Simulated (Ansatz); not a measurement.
Nb: element substitutions

Consider Nb in the bcc (W type) structure (space group Im-3m, No. 229).

Nb has the cubic space group Im-3m (No. 229), the bcc (W type) structure, Pearson symbol cI2. Lattice parameters: a = b = c = 3.2713 Å, α = β = γ = 90.00°. Nb on 2a is surrounded by 8 Nb at 2.833 Å and 6 Nb at 3.271 Å. (Neighbours: up to the widest gap in distance over summed covalent radii, below 1.35, at either atom.)
(The calculation used a cell of 1 atom; values per cell refer to that cell.)

Each row replaces one element on all its sites; cell and atoms are relaxed.

Levels (all Ansatz, a program for electronic structure, PAW): PBEsol (420 eV, spin-orbit coupling left out); r2SCAN (500 eV, scalar-relativistic without spin-orbit coupling).

Pressures by level, all at the geometries relaxed with PBEsol:

```csv
case,PBEsol,r2SCAN
base,0.0 GPa,5.3 GPa
Nb → Zr,0.0 GPa,4.9 GPa
Nb → Mo,0.0 GPa,5.7 GPa
Nb → Ta,0.0 GPa,4.4 GPa
```

Single points use the geometry relaxed with PBEsol. Their cutoffs differ, which shifts pressures a little. Stability against distortions was not tested. All final runs are without spin polarisation. This is not the structure that Zr has at room temperature and ambient pressure.
